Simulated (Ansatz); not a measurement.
Base system: Os in the hcp (Mg type) structure (space group P6_3/mmc, No. 194).

```
Os
1.0
    2.72941     0.00000     0.00000
   -1.36471     2.36374     0.00000
    0.00000     0.00000     4.30640
Os
2
Direct
  0.33333   0.66667   0.75000
  0.66667   0.33333   0.25000
```

Computed with DFT with PBEsol, PAW potentials and a 420 eV plane-wave cutoff in Ansatz (a first-principles code), without spin-orbit coupling.

One change was made to it. Results:

```tsv
quantity	base	after
shortest interatomic distance	2.668 Å	2.631 Å
c/a ratio	1.578	1.577
```

Which of these changes matches the shifts?
(A) Os → Pt
(B) Os → W
(C) Os → Ru

C, Os → Ru. For comparison, the shortest interatomic distance in the other runs: Os → Pt gives 2.729 Å; Os → W gives 2.752 Å.

No phonon test of stability was made. For Pt and W in this form, whether it has been made was not checked. All final runs are without spin polarisation. Pt lies near a magnetic instability that expansion can trigger; it was not tested. Pt has a high density of states at the Fermi level and may be magnetic at this level. This is not the structure that Pt has at room temperature and ambient pressure. This is not the structure that W has at room temperature and ambient pressure.
